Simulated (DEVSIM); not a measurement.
Structure: Cr/SiO2/n-Ge capacitor, at 250 K.

| layer (left to right) | material | thickness (nm) | Nd (cm⁻³) |
|---|---|---|---|
| 1 | SiO2 | 1.10 | - |
| 2 | Ge | 14000 | 1.8e15 |

Metal gate on the left, work function 4.5 eV. Fixed charge at the semiconductor interface 0 cm⁻² (in units of +e); no interface traps.

Constants are typed, rounded textbook-type inputs, not results; the design itself was drawn at random and stands for no fabricated device. Values at 300 K; Nc and Nv go as T^1.5, mobilities as T to minus their exponent, the gap by Varshni's rule with the affinity fixed.

| parameter | SiO2 | Ge |
|---|---|---|
| gap (eV) | 9 | 0.664 |
| affinity (eV) | 0.9 | 4 |
| permittivity | 3.9 | 16 |
| Nc (cm⁻³) | - | 1.04e19 |
| Nv (cm⁻³) | - | 6e18 |
| Varshni α (eV/K) | - | 0.000477 |
| Varshni β (K) | - | 235 |

Model (solved in DEVSIM): 1D Poisson equation in equilibrium, Boltzmann statistics, complete ionisation; no quantum confinement or tunnelling. Metal contacts follow the ideal Schottky-Mott rule: no Fermi-level pinning, no interface dipoles.

The interface trap density was swept, all else fixed.

```json
[
 {"interface trap density (cm^-2 eV^-1)": "0", "minimum of the low-frequency capacitance (μF/cm²)": "0.0299", "flat-band voltage (V)": "0.32", "threshold voltage (band bending 2φF) (V)": "-0.02"},
 {"interface trap density (cm^-2 eV^-1)": "1e10", "minimum of the low-frequency capacitance (μF/cm²)": "0.0314", "flat-band voltage (V)": "0.32", "threshold voltage (band bending 2φF) (V)": "-0.02"},
 {"interface trap density (cm^-2 eV^-1)": "1e11", "minimum of the low-frequency capacitance (μF/cm²)": "[?]", "flat-band voltage (V)": "0.32", "threshold voltage (band bending 2φF) (V)": "-0.02"},
 {"interface trap density (cm^-2 eV^-1)": "3e11", "minimum of the low-frequency capacitance (μF/cm²)": "0.0763", "flat-band voltage (V)": "0.32", "threshold voltage (band bending 2φF) (V)": "-0.02"},
 {"interface trap density (cm^-2 eV^-1)": "1e12", "minimum of the low-frequency capacitance (μF/cm²)": "0.180", "flat-band voltage (V)": "0.33", "threshold voltage (band bending 2φF) (V)": "-0.03"},
 {"interface trap density (cm^-2 eV^-1)": "2e12", "minimum of the low-frequency capacitance (μF/cm²)": "0.316", "flat-band voltage (V)": "0.34", "threshold voltage (band bending 2φF) (V)": "-0.04"}
]
```

**Question.** Complete the blanks.

**Answer.** 
- 1e11, minimum of the low-frequency capacitance (μF/cm²): 0.0455
